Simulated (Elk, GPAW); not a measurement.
An Elk input for a self-consistent single point of TaAs (I4_1md, 4 atoms in the cell) (DFT, PBE, all-electron FP-LAPW, Elk's shipped species files, APW+lo basis with extra local orbitals):

```
tasks
  0

xctype
  20

rgkmax
  7.5

gmaxvr
  16.0

nxlo
  2

lorbcnd
  .true.

rmtscf
  0.9

lmaxi
  2

swidth
  0.00367493

maxscl
  100

avec
   -3.2365131467    3.2365131467   11.0300290333
    3.2365131467   -3.2365131467   11.0300290333
    3.2365131467    3.2365131467  -11.0300290333

sppath
  './'

atoms
  2
  'Ta.in'
  2
  0.4999700000  0.9999700000  0.5000000000    0.0 0.0 0.0
  0.7499700000  0.7499700000  0.0000000000    0.0 0.0 0.0
  'As.in'
  2
  0.0826300000  0.5826300000  0.5000000000    0.0 0.0 0.0
  0.3326300000  0.3326300000  0.0000000000    0.0 0.0 0.0

ngridk
  8 8 8
```

Write the same calculation as an input for GPAW.

One input that does it (others would too):

```python
from ase import Atoms
from ase.units import GPa
from gpaw import GPAW, PW, FermiDirac

atoms = Atoms(['Ta', 'Ta', 'As', 'As'],
              cell=[[-1.712689, 1.712689, 5.836840],
                    [1.712689, -1.712689, 5.836840],
                    [1.712689, 1.712689, -5.836840]],
              positions=[[1.712689, 0.000000, 5.836490],
                         [0.000000, -0.000000, 8.754910],
                         [1.712689, 0.000000, 0.964596],
                         [-0.000000, 0.000000, 3.883016]],
              pbc=True)

calc = GPAW(mode=PW(550),
            xc='PBE',
            kpts={'size': (8, 8, 8), 'gamma': True},
            occupations=FermiDirac(0.1),
            nbands=-10,
            convergence={'density': 1e-05, 'energy': 1e-05},
            symmetry={'symmorphic': False, 'tolerance': 0.0005},
            maxiter=120)

atoms.calc = calc

energy = atoms.get_potential_energy()
print('Energy (eV):', round(energy, 6))
forces = atoms.get_forces()
print('Forces (eV/Ang):')
print(forces.round(5))
stress = atoms.get_stress()
print('Stress (GPa, Voigt):', (stress / GPa).round(4))
```

Basis settings and potentials, where a program has them, do not carry over. This input uses DFT PBE, plane waves, GPAW PAW datasets PBE (gpaw-data 1.0.1).

The starting cell comes from a database of computed structures (which also holds hypothetical and non-ambient phases and stackings), without a prior relaxation at this level. Its lattice was rescaled by a random factor within 2.5 % of one. For this run, on top of that: lattice scaled by 0.98.
